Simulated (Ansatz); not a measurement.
Effect of biaxial strain −0.50 %, plane normal [001], relaxed out of plane on Cu

Consider Cu in the fcc (Cu type) structure (space group Fm-3m, No. 225; a = 3.577 Å; relaxed with 0.1 eV smearing). Axes: x, y, z lie along the cube axes.

Modification: biaxial strain −0.50 %, plane normal [001], relaxed out of plane (Cartesian); in-plane vectors clamped, the third vector and the atoms free.

All numbers come from r2SCAN in Ansatz (plane waves to 500 eV, PAW, no SOC). k-mesh 32×32×32 (Γ-centred); smearing 0.1 eV (Fermi–Dirac).

Volume per atom: 11.40 Å³ (base 11.44 Å³)
Space group: I4/mmm (No. 139) (base Fm-3m (No. 225))
Energy relative to the base (free energy F): +0.3 meV/atom
Pressure (mean of the normal stresses, compression positive): 0.5 GPa (base 0.0 GPa)
Band gap: zero (base zero)
Out-of-plane strain: +0.70 %
Mean in-plane stress (compression positive): +0.8 GPa

Stability against distortions was not tested. The final runs are not spin-polarised.

Ansatz is a program for electronic structure.
